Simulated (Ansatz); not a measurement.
Consider MoSi2 (space group I4/mmm, No. 139; a = 3.1901 Å, c = 7.8220 Å; relaxed with 0.1 eV smearing).

Calculations: DFT with PBEsol, PAW potentials and a 420 eV plane-wave cutoff in Ansatz (a first-principles code), no spin-orbit coupling.

Before the change:

* **Pressure**: 0.0 GPa
* **Band gap**: zero

One thing is altered: an isotropic linear strain of +2.00 %; the atoms relax in the strained cell.

Q: Predict the new pressure, energy relative to the base and band gap.

A: The pressure (mean of the normal stresses, compression positive) goes from zero to -11.4 GPa; the energy increases by 31 meV/atom; the band gap remains zero.

Whether these cells are dynamically stable was not tested. All final runs are without spin polarisation.
